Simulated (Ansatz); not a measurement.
The reference is MgTe in the zinc blende structure (space group F-43m, No. 216; a = 6.439 Å). Axes: x, y, z lie along the cube axes.

Level of theory: PBEsol (Ansatz, a program for electronic structure), scalar-relativistic without spin-orbit coupling.

The change: the cell is stretched by 2.50 % along z with no lateral relaxation, atoms relaxed at fixed cell.

Question: Predict the stress tensor and what it implies for the stiffness.

Answer: Stress of the strained cell less that of the base (GPa, compression positive):
```
  -0.73    0.00    0.00
   0.00   -0.73    0.00
   0.00    0.00   -1.12
```

Then −Δσ_ii/ε with ε = 0.0250 gives secant stiffness values (nonlinear terms included at this strain): C33 ≈ 45 GPa, C13 ≈ 29 GPa and C23 ≈ 29 GPa.

Whether these cells are dynamically stable was not tested.
